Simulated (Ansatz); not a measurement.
```cif
data_Mo2
_chemical_formula_sum 'Mo2'
_space_group_name_H-M_alt 'Im-3m'
_space_group_IT_number 229
_space_group_name_Hall '-I 4 2 3'
_cell_length_a 3.03867
_cell_length_b 3.03867
_cell_length_c 3.03867
_cell_angle_alpha 90.000
_cell_angle_beta 90.000
_cell_angle_gamma 90.000
loop_
_atom_site_label
_atom_site_type_symbol
_atom_site_symmetry_multiplicity
_atom_site_Wyckoff_symbol
_atom_site_fract_x
_atom_site_fract_y
_atom_site_fract_z
_atom_site_occupancy
Mo1 Mo 2 a 0.00000 0.00000 0.00000 1
```
(The calculation used a cell of 1 atom; values per cell refer to that cell.)

The run noted for some of its cells that some bands missed the eigensolver's tolerance. The pressure is 30 GPa. The structure is held there; whether it is the stable one at that pressure was not tested.

Problem. What linear thermal expansion coefficient does quasi-harmonic lattice dynamics on DFT at the PBEsol level (Ansatz, a program for electronic structure) give at 650 K, and what isobaric heat capacity per mole of formula units and Grüneisen parameter?

Solution. α = 3.4 × 10⁻⁶ K⁻¹; C_P = 25.6 J/(mol K); γ = 1.31. The crystal is held in this phase throughout; melting and phase transitions are not modelled.

The PAW data sets were generated under PBE and serve the other functionals too.
